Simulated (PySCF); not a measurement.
PySCF 2.14.0, B3LYP/def2-svp: Zr(I)4 ([I][Zr]([I])([I])[I]), 5 atoms. The geometry is a generated start, not checked to be a minimum at this level.

```
Property                                                  Result
-------------------------------  -------------------------------
task                                         energy and gradient
method                                                     b3lyp
basis                                                   def2-svp
mol.max_memory                                           7000 MB
mf.init_guess                                    minao (default)
mf.DIIS                                          CDIIS (default)
mf.diis_space                                        8 (default)
mf.conv_tol                                      1e-09 (default)
mf.grids.level                                       3 (default)
effective core potentials        those of the basis set, past Kr
basis functions (reference run)                              135
grid points (reference run)                               110224
```

```xyz
5

Zr     0.0090    -0.0047     0.0031
I      2.2034    -0.6463    -1.5985
I      0.8320     0.4090     2.6414
I     -1.1898     2.3261    -0.9627
I     -1.8546    -2.0840    -0.0832
```

The reference run uses exact four-centre integrals. Each setting ran once; only counts and results are compared.

Settings tried, all else as in the reference:
- density fitting, auxbasis = def2-universal-jfit
- density fitting
- density fitting, auxbasis = autoaux
- density fitting of J alone, exact K

### Question
Sort the settings: which keep to the reference within 1.0 meV/atom in energy, 10 meV/Å in forces (largest component), and which don't?

### Answer
Within it: density fitting; density fitting of J alone, exact K; density fitting, auxbasis = autoaux. Outside: density fitting, auxbasis = def2-universal-jfit.

```
setting                                          energy against the reference  difference in forces (largest component)
-----------------------------------------------  ----------------------------  ----------------------------------------
density fitting                                                −0.14 meV/atom                               0.032 meV/Å
density fitting of J alone, exact K                            −0.23 meV/atom                               0.019 meV/Å
density fitting, auxbasis = autoaux                            −0.36 meV/atom                                0.61 meV/Å
density fitting, auxbasis = def2-universal-jfit               +15000 meV/atom                                 480 meV/Å
```

Total energies are compared; such shifts often cancel in part in energy differences. def2-universal-jfit is made for Coulomb alone and misses functions that exchange needs. No test of the SCF solution's stability was run. Also tried and not ranked: density fitting, auxbasis = def2-universal-jkfit (same energy as a listed run); COSX exchange (sgx_fit, pjs) with fitted J, mf.with_df.grids_level_i = 1, mf.with_df.grids_level_f = 1 (gradient came out as NaN); COSX exchange (sgx_fit, pjs) with fitted J, mf.with_df.grids_level_i = 1, mf.with_df.grids_level_f = 2 (default) (gradient came out as NaN); COSX exchange (sgx_fit, pjs) with fitted J, mf.with_df.grids_level_i = 1, mf.with_df.grids_level_f = 3 (gradient came out as NaN); COSX exchange (sgx_fit, pjs) with fitted J, mf.with_df.grids_level_i = 1, mf.with_df.grids_level_f = 4 (gradient came out as NaN). The tolerance is a choice made for this comparison.
